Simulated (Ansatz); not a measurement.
A self-consistent single point of Bi2Te2Se (R3m, 5 atoms in the cell) with Ansatz (a quantum-chemistry and plane-wave program).

Method of the run: LDA (PW92), default PAW files made with PBE (plane waves; Ansatz).

```
CELL_PARAMETERS angstrom
      2.16745     1.25138    10.61733
     -2.16745     1.25138    10.61733
      0.00000    -2.50276    10.61733
ATOMIC_POSITIONS crystal
  Bi 0.60985 0.60985 0.60985
  Bi 0.39172 0.39172 0.39172
  Te 0.21960 0.21960 0.21960
  Te 0.78040 0.78040 0.78040
  Se 0.00000 0.00000 0.00000
```

Reference input (self-consistent single point, DFT, LDA (PW92), plane waves, default PAW files made with PBE): basis.ecutwfc = 30.9 Ry; kpoints.mp_grid.grid = 5 5 5; hamiltonian.xc = lda; hamiltonian.pseudopotentials = {kind: paw} (the program's default PAW files); scf.occupations.method = fixed. This run's input differs from it in these lines:

Ansatz 0.2 input:
```diff
@@ -15,3 +15,3 @@
 kpoints:
-  mp_grid: { grid: [5, 5, 5] }
+  mp_grid: { grid: [13, 13, 13] }
 hamiltonian:
```

Output, abridged:

```
SCF iter   1: F=—  HF=-43210.611719 eV  |F-HF|=—  |Δ(HF+E_count)|=         —  Δρ=3.94e-3  dr2=3.36e-2  ethr=1.77e-3  ⟨swp⟩=5.0  Hψ=36435  notcnv=0  defer=1230
all-band conjugate gradients solve this SCF's bands
preconditioner: auto → Resta (q_TF=auto, 2.390 Å⁻¹)
SCF iter   2: F=—  HF=-43210.603757 eV  |F-HF|=—  |Δ(HF+E_count)|=   7.96e-3  Δρ=2.11e-3  dr2=7.78e-3  ethr=4.31e-5  ⟨swp⟩=3.1  Hψ=14949  notcnv=0  defer=1379
   [... lines left out ...]
SCF iter   5: F=—  HF=-43210.602437 eV  |F-HF|=—  |Δ(HF+E_count)|=   1.94e-5  Δρ=7.53e-5  dr2=1.16e-5  ethr=1.75e-7  ⟨swp⟩=2.1  Hψ=19464  notcnv=0  defer=1101
SCF iter   6: F=—  HF=-43210.602316 eV  |F-HF|=—  |Δ(HF+E_count)|=   1.21e-4  Δρ=1.93e-5  dr2=9.99e-7  ethr=1.49e-8  ⟨swp⟩=2.1  Hψ=19489  notcnv=0  defer=516
SCF iter   7: F=—  HF=-43210.602316 eV  |F-HF|=—  |Δ(HF+E_count)|=   2.98e-7  Δρ=6.75e-6  dr2=1.56e-7  ethr=1.28e-9  ⟨swp⟩=2.0  Hψ=19526  notcnv=0  defer=517
SCF iter   8: F=-43210.602316 eV  HF=-43210.602316 eV  |F-HF|=4.38e-9  |Δ(HF+E_count)|=   1.58e-8  Δρ=2.04e-6  dr2=2.01e-8  ethr=1.28e-10  ⟨swp⟩=13.5  Hψ=62720  notcnv=0
SCF 1 converged in 8 iterations: F = -43210.602316 eV  dr2 = 2.01e-8
Free energy (F): -43210.602316 eV
Internal energy: -43210.602316 eV  (E = F + TS)
E sigma→0 (E₀):  -43210.602316 eV
Fermi energy:    7.489519 eV
--- Forces (eV/Å), atoms counted from 1 ---
  atom   1  Bi     0.00000000    -0.00000001    -0.38757259
  atom   2  Bi    -0.00000000     0.00000000     0.08245870
  atom   3  Te    -0.00000000     0.00000001     0.46293204
  atom   4  Te     0.00000000    -0.00000000    -0.22903438
  atom   5  Se    -0.00000000     0.00000000     0.07117279
--- Stress (GPa, compression-positive) ---
       -3.068776      -0.000000       0.000000
       -0.000000      -3.068776      -0.000000
        0.000000      -0.000000      -3.305740
  P = ⅓ Tr σ = -3.1478 GPa (-31.478 kbar)
  The stress holds the Pulay correction. Without it, at fixed plane waves, as pw.x and ABINIT print it: P = -3.1759 GPa
```

The run converged in 8 iterations. Against the reference run the free energy goes up by 1.1 meV/atom, the pressure moves little (-3.21 to -3.15 GPa), the largest force moves little (0.459 to 0.463 eV/Å) and the gap on the mesh hardly changes (0.404 to 0.401 eV).

The starting cell comes from a database of computed structures (which also holds hypothetical and non-ambient phases and stackings), without a prior relaxation at this level. Its lattice was rescaled by up to half a per cent. One atom was moved a little off its site on purpose. Spin-orbit coupling is off. With a pressure of about -3 GPa the cell is away from its equilibrium volume at this level. Ansatz's pressure includes its estimate of the finite-basis (Pulay) stress.

Cost on one core of a shared machine: roughly 3 min.
